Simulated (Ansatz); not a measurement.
SrCl2 under a change: uniaxial strain ε_zz = +2.50 %

Base system: SrCl2 in the fluorite structure (space group Fm-3m, No. 225; a = 6.908 Å). Axes: x, y, z lie along the cube axes.

Modification: the cell is stretched by 2.50 % along z with no lateral relaxation; the atoms relax in the strained cell.

Level of theory: PBEsol, PAW, 420 eV (Ansatz, a first-principles code; spin-orbit coupling left out). Γ-centred 8×8×8 mesh, Fermi–Dirac width 0.05 eV.

* **Volume per atom**: 28.16 Å³ (base 27.47 Å³)
* **Shortest interatomic distance**: 3.016 Å (base 2.991 Å)
* **Energy relative to the base (free energy F)**: +3.7 meV/atom
* **Band gap**: 5.09 eV (base 5.25 eV)
* **Gap character**: indirect, X → Γ
* **Smallest direct gap**: 5.30 eV (base 5.34 eV)
* **Electron mass**: 0.33 mₑ along z, 0.41 mₑ across (at Γ) (base 0.37 mₑ (at Γ))
* **Valley order (the lowest conduction-band minima on the path, energy above the VBM, named in the base's zone)**: Γ 5.09 eV; X along [001] 5.30 eV; X along [100] 5.30 eV
* **Stress (xx, yy, zz, yz, xz, xy; compression positive)**: (-0.47, -0.47, -1.71, 0.00, 0.00, 0.00) GPa

Cost of the whole job for the changed cell (relaxation, final SCF and bands): about 19 core-seconds (a rough figure).

Effective masses come from finite differences of ±0.01 Å⁻¹. Whether these cells are dynamically stable was not tested. Labels are those of the standard path for the cell's own space group.
